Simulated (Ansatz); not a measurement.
# Au under a change: tensor shear ε_xy = +0.86 %

Consider Au in the fcc (Cu type) structure (space group Fm-3m, No. 225; a = 4.048 Å; relaxed with 0.1 eV smearing). Axes: x, y, z lie along the cube axes.

It is then changed as follows: a pure shear with ε_xy = ε_yx = 0.0086, atoms relaxed at fixed cell.

Method: LDA (Ansatz, an electronic-structure program, PAW, no spin-orbit coupling). Settings: 28×28×28 k-points, 0.1 eV Fermi–Dirac smearing.

| quantity | base | changed | shift |
|---|---|---|---|
| energy relative to the base (free energy F) | 0 meV/atom | +0.6 meV/atom | +0.6 meV/atom |
| pressure (mean of the normal stresses, compression positive) | 0.0 GPa | 0.1 GPa | +0.1 GPa |
| band gap | zero | zero | – |
| stress (xx, yy, zz, yz, xz, xy; compression positive) | – | (0.1, 0.1, 0.0, 0.0, 0.0, -0.7) GPa | – |

Cost of the whole job for the changed cell (relaxation, final SCF and bands): around 90 core-seconds (rough).

The cells carry an imposed strain or load. No phonon test of stability was made.
